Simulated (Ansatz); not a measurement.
Worked example: self-consistent single point of Pb2W (P1, 6 atoms in the cell) in Ansatz (an electronic-structure program).

Level of theory: revPBE, default PAW files made with PBE (plane waves; Ansatz).

```yaml
crystal:
  lattice:
    - [0.00000, 4.77426, 4.77426]
    - [4.77426, 0.00000, 4.77426]
    - [4.77426, 4.77426, 0.00000]
  atoms:
    - { symbol: Pb, position: [0.12386, 0.11404, 0.12006] }
    - { symbol: Pb, position: [0.60271, 0.12635, 0.13801] }
    - { symbol: Pb, position: [0.12312, 0.62445, 0.13715] }
    - { symbol: Pb, position: [0.14220, 0.11671, 0.62289] }
    - { symbol: W, position: [0.74143, 0.76076, 0.73828] }
    - { symbol: W, position: [0.51668, 0.50768, 0.49362] }
```

Reference input (self-consistent single point, DFT, revPBE, plane waves, default PAW files made with PBE): kpoints.mp_grid.grid = 4 4 4; hamiltonian.xc = revpbe; hamiltonian.pseudopotentials = {kind: paw} (the program's default PAW files); scf.occupations.method = cold; scf.occupations.width = 0.136 eV. This run's input differs from it in these lines:

```diff
@@ -23,3 +23,3 @@
     method: cold
-    width: 0.136
+    width: 0.002
 output:
```

The program printed (abridged):

```
SCF iter   1: F=—  HF=-68442.889594 eV  |F-HF|=—  |Δ(HF+E_count)|=         —  Δρ=3.78e-3  dr2=4.72e-2  ethr=1.77e-3  ⟨swp⟩=7.8  Hψ=7231  notcnv=0
all-band conjugate gradients solve this SCF's bands
preconditioner: auto → Resta (q_TF=auto, 2.328 Å⁻¹)
SCF iter   2: F=—  HF=-68442.890418 eV  |F-HF|=—  |Δ(HF+E_count)|=   8.24e-4  S|Δr|=    0.00e0  Δρ=2.12e-3  dr2=1.63e-2  ethr=5.62e-5  ⟨swp⟩=2.1  Hψ=2619  notcnv=0  defer=90
   [... lines left out ...]
SCF iter   7: F=—  HF=-68442.890001 eV  |F-HF|=—  |Δ(HF+E_count)|=   1.11e-6  S|Δr|=    0.00e0  Δρ=1.78e-5  dr2=6.84e-7  ethr=8.57e-9  ⟨swp⟩=1.9  Hψ=1859  notcnv=0  defer=90
SCF iter   8: F=—  HF=-68442.890001 eV  |F-HF|=—  |Δ(HF+E_count)|=   2.88e-7  S|Δr|=    0.00e0  Δρ=8.74e-6  dr2=1.96e-7  ethr=8.15e-10  ⟨swp⟩=2.0  Hψ=2131  notcnv=0  defer=90
SCF iter   9: F=-68442.890001 eV  HF=-68442.890001 eV  |F-HF|=5.65e-9  |Δ(HF+E_count)|=   3.33e-8  S|Δr|=    0.00e0  Δρ=2.53e-6  dr2=1.56e-8  ethr=1.19e-10  ⟨swp⟩=10.0  Hψ=6849  notcnv=0
SCF 1 converged in 9 iterations: F = -68442.890001 eV  dr2 = 1.56e-8
Stability not checked (fill_not_monotonic)
Free energy (F): -68442.890001 eV
Internal energy: -68442.889977 eV  (E = F + TS)
E sigma→0 (E₀):  -68442.889993 eV
Entropy (-TS):   -0.000024 eV (-0.004 meV/atom)
Fermi energy:    8.203673 eV
--- Forces (eV/Å), atoms counted from 1 ---
  atom   1  Pb     0.33118490     0.17620410     0.09353119
  atom   2  Pb    -0.43842704     0.23866988     0.26666585
  atom   3  Pb     0.06750059    -0.09933180    -0.22211429
  atom   4  Pb     0.02989020     0.03088711    -0.28950915
  atom   5  W     -0.06917791    -0.40769276    -0.10077636
  atom   6  W      0.07902834     0.06125703     0.25218825
--- Stress (GPa, compression-positive) ---
       -8.957348      -0.227737      -0.480087
       -0.227737      -9.136251      -0.089100
       -0.480087      -0.089100      -9.012921
  P = ⅓ Tr σ = -9.0355 GPa (-90.355 kbar)
  The stress holds the Pulay correction. Without it, at fixed plane waves, as pw.x and ABINIT print it: P = -9.0539 GPa
```

The run converged in 9 iterations. Against the reference run the free energy stays essentially unchanged (within 1 meV/atom), the pressure hardly changes (-9.05 to -9.04 GPa) and the largest force goes from 0.588 to 0.566 eV/Å.

The starting cell was generated: these elements placed on a structure prototype, without a prior relaxation; it need not be a known phase or ordering of this composition. Its atoms were displaced at random from the sites of space group no. 227. Spin polarisation is off. With a pressure of about -9 GPa the cell is away from its equilibrium volume at this level. Ansatz's pressure includes its estimate of the finite-basis (Pulay) stress.

Cost on one core of a shared machine: roughly 40 s.

Keys are those of Ansatz 0.2.
